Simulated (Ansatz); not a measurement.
## fluorite-type CoSi2 (1 1 1) on zinc-blende ZnS (1 1 1) (film strained to the substrate, started from cuts of the bulks and a machine-learned relaxation; slabs S5Zn5 and Co3Si6, which can lie off the formulas; of A or B type as the cell shows)

A periodic stack without vacuum, fluorite-type CoSi2 (1 1 1) on zinc-blende ZnS (1 1 1) (film strained to the substrate, started from cuts of the bulks and a machine-learned relaxation; slabs S5Zn5 and Co3Si6, which can lie off the formulas; of A or B type as the cell shows): substrate slab S5Zn5, film Co3Si6, surface cells [[0, -1], [1, -1]] and [[1, 0], [0, 1]], film strained by +1.6 and +1.6 %, outermost planes S/Zn and Si/Si as cut, which need not be the usual terminations and can put a slab off its formula.

The start was prepared with a machine-learned potential, and the result is one local minimum, with the in-plane cell held and forces under 0.04 eV/Å; the film can end far from its bulk form.

All values below come from PBE (plane waves to 420 eV, PAW; Ansatz, a quantum-chemistry and plane-wave program). Scalar-relativistic, without spin–orbit coupling; the runs are not spin-polarised; PBE gaps are too small against experiment. Its k-point mesh 9×9×1, Fermi–Dirac width 0.05 eV.

```
Property                                                                                                                 Result
--------------------------------------------------------------------------------  ---------------------------------------------
interface area                                                                                                          12.8 Å²
period                                                                                                                  25.38 Å
heights between the nearest atoms of the two slabs at the two interfaces                                        1.63 and 1.59 Å
Si–Zn contacts across the interfaces within 1.22 times the sum of covalent radii                                 3, mean 2.76 Å
S–Si contacts across the interfaces within 1.22 times the sum of covalent radii                                  1, mean 2.15 Å
Co–S contacts across the interfaces within 1.22 times the sum of covalent radii                                  1, mean 2.34 Å
Co–Zn contacts across the interfaces within 1.22 times the sum of covalent radii                                 1, mean 2.33 Å
estimate of the barrier                                                           withheld, since the two interfaces are unlike
slope of the mean potential energy in the substrate                                                              -6.3 MV/cm × e
```

```yaml
crystal:
  lattice:
    - [3.84911, 0.00067, -0.02470]
    - [1.92460, 3.33346, 0.09482]
    - [1.26954, 2.28953, 25.45795]
  atoms:
    - { symbol: S, position: [0.27632, 0.19271, 0.02717] }
    - { symbol: S, position: [0.69697, 0.13680, 0.14429] }
    - { symbol: S, position: [0.05932, 0.36454, 0.26815] }
    - { symbol: S, position: [0.41317, 0.58321, 0.39206] }
    - { symbol: S, position: [0.76707, 0.80230, 0.51617] }
    - { symbol: Zn, position: [0.35496, 0.82342, 0.11146] }
    - { symbol: Zn, position: [0.72047, 0.06107, 0.23629] }
    - { symbol: Zn, position: [0.07399, 0.27985, 0.36009] }
    - { symbol: Zn, position: [0.42797, 0.49900, 0.48411] }
    - { symbol: Zn, position: [0.78232, 0.71937, 0.60657] }
    - { symbol: Co, position: [0.80380, 0.62933, 0.69820] }
    - { symbol: Co, position: [0.15320, 0.85222, 0.81953] }
    - { symbol: Co, position: [0.51539, 0.06962, 0.94206] }
    - { symbol: Si, position: [0.46488, 0.32195, 0.67083] }
    - { symbol: Si, position: [0.14150, 0.93480, 0.72901] }
    - { symbol: Si, position: [0.81464, 0.54641, 0.78963] }
    - { symbol: Si, position: [0.49137, 0.15663, 0.85077] }
    - { symbol: Si, position: [0.15587, 0.77701, 0.90947] }
    - { symbol: Si, position: [0.83962, 0.38808, 0.96458] }
```
